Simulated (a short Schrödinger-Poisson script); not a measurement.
Structure: MOS inversion layer, SiO2 on p-type Si(100), at 300 K.

From the gate side: 3 nm SiO2; 240 nm Si, acceptors 3.2e18 cm⁻³.

Constants are typed, rounded textbook-type inputs, not results; the design itself was drawn at random and stands for no fabricated device. SiO2: permittivity 3.9, conduction-band edge (eV) 3.15, gap (eV) 9, electron mass (mₑ) 0.5. Si: permittivity 11.7, conduction-band edge (eV) 0, gap (eV) 1.124, Nv at 300 K (cm⁻³) 3.1e19.

Channel valleys (confinement mass, in-plane density-of-states mass, number): Δ2 0.916, 0.19, 2; Δ4 0.19, 0.417, 4. At the gate the conduction-band edge of layer 1 lies 3.64 eV − eVg above the Fermi level of the channel; the field vanishes at the back. Gaps are held at their typed values at every temperature. Mesh 0.03 nm at interfaces.

Solved with a short Schrödinger-Poisson script written for these runs: 1D Poisson equation in equilibrium, electrons quantum, Hartree (BenDaniel-Duke, 12 states a valley, the channel's in-plane mass for all, wave functions ending at the dielectric), parabolic valleys, classical holes, full ionisation, no traps, pinning or gate leakage.

| Vg (V) | electrons (cm⁻²) | C (μF/cm²) | Δ2 E0 (meV from the Fermi level) | Δ4 E0 (meV from the Fermi level) |
|---|---|---|---|---|
| 1.4 | 5.08e9 | 0.365 | 174.6 | 288.2 |
| 1.5 | 5.33e10 | 0.464 | 113.6 | 230.0 |
| 1.6 | 2.81e11 | 0.705 | 69.8 | 188.7 |
| 1.7 | 6.99e11 | 0.848 | 44.9 | 166.0 |
| 1.8 | 1.21e12 | 0.913 | 29.2 | 152.2 |
| 1.9 | 1.76e12 | 0.946 | 17.7 | 142.6 |
| 2 | 2.34e12 | 0.966 | 8.5 | 135.3 |
| 2.1 | 2.93e12 | 0.980 | 0.7 | 129.4 |
| 2.2 | 3.53e12 | 0.989 | -6.1 | 124.3 |
| 2.3 | 4.14e12 | 0.996 | -12.3 | 119.9 |
| 2.4 | 4.75e12 | 1.00 | -18.0 | 116.0 |
| 2.5 | 5.37e12 | 1.01 | -23.3 | 112.4 |
| 2.6 | 5.99e12 | 1.01 | -28.4 | 109.0 |
| 2.7 | 6.62e12 | 1.01 | -33.2 | 105.9 |
| 2.8 | 7.24e12 | 1.02 | -37.8 | 103.0 |

Gate voltages with under 1e9 electrons/cm² are left out.

Q: At Vg = 2.8 V the lowest Δ2 subband lies at -37.8 meV from the Fermi level. How many electrons does it hold, and what share of all?

A: The two-dimensional density of states is g m/(πħ²) = 1.59e11 cm⁻² meV⁻¹ (both spins), kT = 25.9 meV, so n = D kT ln(1 + exp(−E/kT)) = 6.85e12 cm⁻², 0.95 of the 7.24e12 cm⁻² in all.

Q: Compare the slope of the sheet density between 2.6 and 2.8 V with the geometric capacitance of the layers between gate and channel.

A: q Δn/ΔV = 1.00 μF/cm²; ε0/Σ(t/ε) = 1.15 μF/cm². The ratio is 0.87: the channel acts as a further capacitance in series.
